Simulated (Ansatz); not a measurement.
Response to strain in InPd

Base system: InPd in the CsCl type structure (space group Pm-3m, No. 221; a = 3.3063 Å; relaxed with 0.1 eV smearing).

Strains are applied to the cell and any free atomic positions relax.

Computed with PBE (Ansatz, a quantum-chemistry and plane-wave program), no spin-orbit coupling.

```csv
isotropic strain (%),pressure (GPa)
-2.5,10.4
-0.5,1.7
0,0.0
0.5,-1.6
1,?
1.5,-4.3
2,-5.5
2.5,-6.6
3,-7.6
```

**Question.** Fit P = P₀ − Bδ + Cδ² with δ = (1 + ε)³ − 1 to the rows shown and predict the withheld row.

**Answer.** Least squares on the printed values gives P₀ = 0.0 GPa, B = 114 GPa, C = 359 GPa (largest residual 0.1 GPa); this predicts -3.1 GPa, and the run gives -3.0 GPa, in agreement.

Stability against distortions was not tested. The final runs are not spin-polarised.
